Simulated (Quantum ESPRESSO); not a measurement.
# Pressure against volume in zinc-blende ZnS (space group 216) (Quantum ESPRESSO, PBE)

```
CELL_PARAMETERS angstrom
      0.00000     2.65690     2.65690
      2.65690     0.00000     2.65690
      2.65690     2.65690     0.00000
ATOMIC_POSITIONS crystal
  Zn 0.00000 0.00000 0.00000
  S  0.75000 0.75000 0.75000
```

Computed with PBE, PSlibrary PAW (PBE) pseudopotentials (plane waves; Quantum ESPRESSO 7.5). Settings: ecutwfc = 65 Ry; ecutrho = 390 Ry; occupations = smearing; smearing = fermi-dirac; degauss = 0.000734986 Ry; potentials = {Zn: Zn.pbe-dn-kjpaw_psl.1.0.0.UPF, S: S.pbe-n-kjpaw_psl.1.0.0.UPF}; K_POINTS = automatic 10 10 10 0 0 0; conv_thr = 1e-10 Ry. The cell above is the first row's. The rows scale it uniformly. In all rows fractional positions and the k mesh are held.

| V (Å^3/atom) | P (GPa) |
|---|---|
| 18.755 | ? |
| 19.163 | 3.83 |
| 19.571 | 2.09 |
| 19.979 | 0.53 |
| 20.386 | -0.86 |
| 20.794 | -2.11 |
| 21.202 | -3.24 |
| 21.610 | -4.24 |
| 22.017 | -5.13 |

Fit P of the 8 rows that show it with a cubic. With u = V - 20.6, the rows have u = -1.4370, -1.0290, -0.6210, -0.2140, 0.1940, 0.6020, 1.0100, 1.4170. Least squares gives P = -1.538 - 3.0606·u + 0.4188·u² - 0.03460·u³. Residuals (row less fit): 0.002, -0.002, -0.002, 0.004, 0.006, -0.004, -0.002, 0.002; standard error 0.005 (degrees of freedom: 4). The fitted pressure is zero at V0 = 20.13, where dP/dV = -3.478, so B0 = -V0·dP/dV = 70.0 GPa.

What does the fit predict for P at V = 18.755, and how far is the calculated value from it?

u = -1.8450, so P = -1.538 - 3.0606 × (-1.8450) + 0.4188 × (-1.8450)² - 0.03460 × (-1.8450)³ = 5.752 GPa. The calculation gives 5.78 GPa, 0.028 GPa above the prediction (0.3 % of the range of P in the table). The row lies outside the fitted rows, so this is an extrapolation. From the scatter of the fitted rows alone, a prediction at this place has a standard error of 0.013 GPa, so the miss is 2.2 times that.

Carrying the step between the two nearest rows on in a straight line would have given 5.57, off by 0.21; series whose last step already gives the withheld value aren't shown. The scan was laid around a cell of about the measured size, scaled by a guess for this functional. The runs keep the symmetry of the cell, so they don't test it for distortions. Cutoffs and mesh are single choices, not tested for convergence of this quantity. Series with a scatter that would blur these digits, or in which a gap closes, are not shown.
